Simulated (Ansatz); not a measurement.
The reference is ZnS in the zinc blende structure (space group F-43m, No. 216; a = 5.357 Å).

Perturbation: Se takes the place of S on all its sites; the structure is relaxed again.

Computed with PBEsol (Ansatz, an electronic-structure program; PAW; 420 eV plane waves; no SOC), earlier PAW set.

Base, band edges from the VBM (valence, conduction): X -2.35, 3.17; W -2.86, 5.54; L -0.92, 3.23; Γ 0.00, 2.08; K -1.91, 3.95; U -1.91, 3.95 eV.

Task: Give the band edges at the high-symmetry points of the new zone, measured from its valence-band maximum.

Result: 
```json
[
 {"point": "Γ", "valence edge (eV)": "0.00", "conduction edge (eV)": "1.23"},
 {"point": "X", "valence edge (eV)": "-2.27", "conduction edge (eV)": "2.81"},
 {"point": "U", "valence edge (eV)": "-1.86", "conduction edge (eV)": "3.46"},
 {"point": "K", "valence edge (eV)": "-1.86", "conduction edge (eV)": "3.46"},
 {"point": "L", "valence edge (eV)": "-0.90", "conduction edge (eV)": "2.48"},
 {"point": "W", "valence edge (eV)": "-2.79", "conduction edge (eV)": "5.36"}
]
```

The gap is 1.23 eV, direct at Γ.

Whether these cells are dynamically stable was not tested.
